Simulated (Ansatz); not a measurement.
**A computed series for MnGaGe: alloy series**

Start from MnGaGe (space group P4/nmm, No. 129; a = 3.8801 Å, c = 5.7459 Å; ferromagnetic; a cell from a computed database, its experimental status unchecked).

The other end (x = 1) is MnZnGa (space group P4/nmm, No. 129; ferromagnetic; a hypothetical phase, not in the database extracts checked): 14.22 Å³/atom, gap zero; this end may not be an ambient phase.

Zn replaces a fraction x of Ge; each row is one arrangement (x, atoms in the cell, starting space group or random), fully relaxed.

Level of theory: PBEsol/PAW in Ansatz (a program for electronic structure), scalar-relativistic without spin-orbit coupling.

Notes on the quantities. mixing energy: to 0.01 eV only: unlike meshes or grids; against an end that may be hypothetical.

```json
[
 {"case": "base", "mixing energy": "–", "largest site moment": "1.71 μB", "shortest interatomic distance": "2.479 Å"},
 {"case": "x(Zn) = 0.25, 12 atoms, Amm2", "mixing energy": "[?]", "largest site moment": "[?]", "shortest interatomic distance": "2.453 Å"},
 {"case": "x(Zn) = 0.25, 12 atoms, P4mm", "mixing energy": "-0.01 eV/atom", "largest site moment": "1.96 μB", "shortest interatomic distance": "2.453 Å"},
 {"case": "x(Zn) = 0.75, 12 atoms, Amm2", "mixing energy": "-0.01 eV/atom", "largest site moment": "2.28 μB", "shortest interatomic distance": "2.519 Å"}
]
```

Problem. Complete the table.

Solution. 
- x(Zn) = 0.25, 12 atoms, Amm2, mixing energy: -0.02 eV/atom
- x(Zn) = 0.25, 12 atoms, Amm2, largest site moment: 1.97 μB

Other magnetic orders, which the real material may have, were not ruled out. Each cell is one ordered arrangement of few atoms, which overstates ordering effects compared with a random alloy. Whether these cells are dynamically stable was not tested.
